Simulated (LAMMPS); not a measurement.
Pressure dependence of Pd (fcc) at 2380 K, from the melt.

All values are model results, not measurements: classical MD, pair style eam, the elements' _u3.eam files (universal-3 set of Foiles, Baskes and Daw) (LAMMPS).

```
P (GPa)   state                  volume       coordination number  self-diffusion coefficient of Pd (not corrected for cell size)
-------  ------  ----------------------  ------------------------  --------------------------------------------------------------
0        liquid  17.053 ± 0.003 Å³/atom  12.8 (counted to 3.78 Å)                                     (9.12 ± 0.06) × 10^-5 cm²/s
2        liquid  16.647 ± 0.002 Å³/atom  13.1 (counted to 3.78 Å)                                       (8.1 ± 0.1) × 10^-5 cm²/s
5        liquid  16.159 ± 0.001 Å³/atom  13.4 (counted to 3.78 Å)                                     (7.04 ± 0.10) × 10^-5 cm²/s
```

Caution (rows 2; 5): a run this short can hold a crystal over, or a liquid under, the potential's own melting point, which these runs don't give.

Estimate the isothermal bulk modulus at zero pressure. A parabola P(ln V) through the three points gives −dP/d ln V = 75 GPa at zero pressure.

States go by the mean squared displacement: a species diffuses where it passes 1.5 Å², still rises and gives D over 1e-6 cm²/s; a crystal has left its structure where atoms lie 0.35 Å off their sites on average or a cubic box changes its shape by 3 %, or the axial ratios of another lie 8 % off the starting cell's, which the potential's own relaxation can also do.

Errors of D are the spread over four groups of atoms in one short run; a floor of about 5 %, a picked value, is safer.

Errors shown are sampling errors alone.
